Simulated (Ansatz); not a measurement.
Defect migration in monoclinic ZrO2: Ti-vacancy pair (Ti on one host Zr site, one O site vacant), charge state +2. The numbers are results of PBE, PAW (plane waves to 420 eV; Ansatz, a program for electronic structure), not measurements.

Cell of 96 host sites held at the relaxed PBE lattice; the Γ point alone; Fermi-Dirac width 0.01 eV, spin-restricted; finite-size errors left in. Static, classical nuclei. The charge state is imposed; whether it is stable for some Fermi level was not computed. Forms of the defect that were not tried may lie lower.

Barriers: single points on a 2×2×2 k-point mesh shifted by half a step at the bands' geometries.

The step: one O atom jumps into the vacancy from a nearby O site (Ti-vacancy distance between ideal sites 2.06 → 3.84 Å); the atom moves 2.60 Å along (0.01, -0.10, -0.47) of the unit cell; the moving atom starts with neighbours O at 2.59, O at 2.63; Zr at 2.07, Zr at 2.08, Zr at 2.21 Å and ends with Ti at 1.89; Zr at 2.18, Zr at 2.22 Å.

Question: What is the computed migration barrier of this step (PBE, PAW)?

Answer: 1.27 eV forward and 0.79 eV backward. At the saddle the moving atom has neighbours 2 O at 2.54; Zr at 2.03, Zr at 2.38, Zr at 2.49 Å. The program found a first-order saddle point.
